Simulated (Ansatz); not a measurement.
Reference: YIn3 (Pm-3m), PBEsol, DFPT electron-phonon coupling, linearised Boltzmann equation (plane waves, PAW, scalar-relativistic; Ansatz, a program for electronic structure); geometry: relaxed with this functional, without spin-orbit coupling.

```
In3Y
1.0
    4.57051     0.00000     0.00000
    0.00000     4.57051     0.00000
    0.00000     0.00000     4.57051
Y In
1 3
Direct
  0.00000   0.00000   0.00000
  0.00000   0.50000   0.50000
  0.50000   0.00000   0.50000
  0.50000   0.50000   0.00000
```

| Quantity | Value |
|---|---|
| resistivity at 300 K | 12.6 μΩ·cm |

Problem. Swap In for Al, keeping the structure type. How do these values move?

Solution. YAl$_{3}$ (Pm-3m): volume per atom 23.9 to 18.8 Å³; resistivity at 300 K falls (12.6 μΩ·cm to 8.3 μΩ·cm).

Problem. Swap Y for Sc, keeping the structure type. How do these values move?

Solution. ScIn$_{3}$ (Pm-3m): volume per atom 23.9 to 22.1 Å³; resistivity at 300 K stays about the same (12.6 μΩ·cm to 14.1 μΩ·cm).

Problem. Swap Y for La, keeping the structure type. How do these values move?

Solution. LaIn$_{3}$ (Pm-3m): volume per atom 23.9 to 26.1 Å³; resistivity at 300 K rises (12.6 μΩ·cm to 15.8 μΩ·cm).

Moves up to 14 % count as about the same. Metals; harmonic phonons alone scatter; means over directions. Halving the electron mesh moves these values by up to 10 %; q meshes are mostly untested. Some of the runs warned that the eigensolver left states short of its tolerance. Spin-orbit coupling is left out.

Formula and space group known from diffraction (Crystallography Open Database), not checked to be the room-temperature form: ScIn3 (Pm-3m), YIn3 (Pm-3m). Computed structure with no diffraction record at hand here (it may be known, metastable or hypothetical): YAl3 (Pm-3m).
